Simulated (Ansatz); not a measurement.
Base system: CdSe in the wurtzite structure (space group P6_3mc, No. 186; a = 4.3829 Å, c = 7.1547 Å).

Modification: a negative pressure, −2 GPa.

Levels (all Ansatz, an electronic-structure program, PAW, earlier PAW set): PBE (420 eV, spin-orbit coupling left out); r2SCAN (500 eV, scalar-relativistic without spin-orbit coupling).

The geometry is relaxed with PBE.

- PBE electron mass: 0.049 mₑ (at Γ)
- PBE lowest conduction level above the VBM at special points: Γ 0.43 eV; A 2.15 eV; L 2.86 eV; M 2.98 eV
- PBE gap character: direct at Γ

Question: Predict the electron mass, lowest conduction level above the VBM at special points and gap character from r2SCAN.

Answer: The electron mass becomes 0.083 mₑ along c, 0.089 mₑ across (at Γ) (PBE: 0.049 mₑ (at Γ)); the lowest conduction level above the VBM at special points goes from Γ 0.43 eV; A 2.15 eV; L 2.86 eV; M 2.98 eV to Γ 0.90 eV; A 2.59 eV; L 3.26 eV; M 3.43 eV; the gap character is still direct at Γ.

Single points use the geometry relaxed with PBE. Their cutoffs differ, which shifts pressures a little. Load acts through the strain it causes; cell and atoms are relaxed under it. Effective masses come from finite differences of ±0.01 Å⁻¹. No phonon test of stability was made.
